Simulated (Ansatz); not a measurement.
Base system: SiC (space group P6_3mc, No. 186).

```
SiC
1.0
    3.05845     0.00000     0.00000
   -1.52923     2.64870     0.00000
    0.00000     0.00000    10.01200
Si C
4 4
Direct
  0.00000   0.00000   0.50031
  0.00000   0.00000   0.00031
  0.33333   0.66667   0.25025
  0.66667   0.33333   0.75025
  0.00000   0.00000   0.31286
  0.00000   0.00000   0.81286
  0.33333   0.66667   0.06221
  0.66667   0.33333   0.56221
```

All numbers come from DFT with LDA, PAW potentials and a 420 eV plane-wave cutoff in Ansatz (a program for electronic structure), without spin-orbit coupling.

For the base:

- Pressure: 0.0 kbar

One thing is altered: an isotropic linear strain of +0.75 %, atoms relaxed at fixed cell.

How does this affect the mean gap deformation potential ΔEg/Δln V, energy relative to the base and pressure?

The mean gap deformation potential ΔEg/Δln V amounts to -0.3 eV; the energy grows by 3.6 meV/atom; the pressure (mean of the normal stresses, compression positive) goes from zero to -49.4 kbar.

No phonon test of stability was made.
